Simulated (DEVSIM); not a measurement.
Structure: abrupt Si p-n junction, at 350 K.

Layer 1 from the left is Si, thickness (μm) 1.40, Na (cm⁻³) 3.7e17, τn (s) 2.9e-7, τp (s) 2.9e-7. Layer 2 from the left is Si, thickness (μm) 16.0, Nd (cm⁻³) 4.3e15, τn (s) 2.9e-7, τp (s) 2.9e-7.

Left contact: ohmic. Right contact: ohmic. Voltage is applied to the left contact. Recombination: SRH at mid-gap. Mobility is constant in doping.

This is a model device: material constants are rounded textbook-type values typed into the input, and sizes, dopings and lifetimes were drawn at random. Values at 300 K; Nc and Nv go as T^1.5, mobilities as T to minus their exponent, the gap by Varshni's rule with the affinity fixed.

Si: gap (eV) 1.124, affinity (eV) 4.05, permittivity 11.7, Nc (cm⁻³) 2.86e19, Nv (cm⁻³) 3.1e19, μn (cm²/Vs) 1417, μp (cm²/Vs) 470, T exponent of μn 2.3, T exponent of μp 2.2, Varshni α (eV/K) 0.000473, Varshni β (K) 636.

Model (solved in DEVSIM): 1D drift-diffusion, Boltzmann statistics, complete ionisation; no tunnelling, impact ionisation, image-force lowering or self-heating.

### Question
What does the simulation give for the dark forward voltage at 1 A/cm², the potential step across the device at zero bias, the largest field in the device at zero bias?

### Answer
dark forward voltage at 1 A/cm² 0.506 V; potential step across the device at zero bias 0.698 V; largest field in the device at zero bias 43000 V/cm.
